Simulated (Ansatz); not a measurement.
The starting structures come from a database of crystals and need not be the phases stable at ambient conditions.

Inside the gap of an insulator the Bloch states are evanescent, with a wavenumber k + iκ along the transport direction.

Consider the following.

```
VO5P
1.0
    6.23102    -0.00355     0.00000
   -2.30848     8.62984     0.00000
   -1.15424     4.31492     3.10854
V P O
2 2 10
Direct
  0.77653   0.81223   0.00000
  0.22347   0.18777   0.00000
  0.24796   0.75268   0.00000
  0.75204   0.24732   0.00000
  0.72063   0.63138   0.00000
  0.27937   0.36862   0.00000
  0.10379   0.87139   0.00000
  0.89621   0.12861   0.00000
  0.19922   0.84649   0.59988
  0.80078   0.15351   0.40012
  0.80078   0.55363   0.59988
  0.19922   0.44637   0.40012
  0.50582   0.15204   0.00000
  0.49418   0.84796   0.00000
```

Space group of this cell: C2/m. The cell was relaxed by PBE-D3(BJ); by r2SCAN its mean pressure is -3.9 GPa.

Transport runs along the normal of the first two printed cell vectors.

The gap is the functional's own, uncorrected, and κ follows it; spin-orbit coupling is left out. Mid-gap values are interpolated between the computed energies.

### Question
Predict the band gap and the smallest decay constant κ at mid-gap from r2SCAN run with Ansatz (a program for electronic structure).

### Answer
Gap 1.96 eV on a 6×10×10 mesh; κ = 0.329 1/Å, at the zone centre.
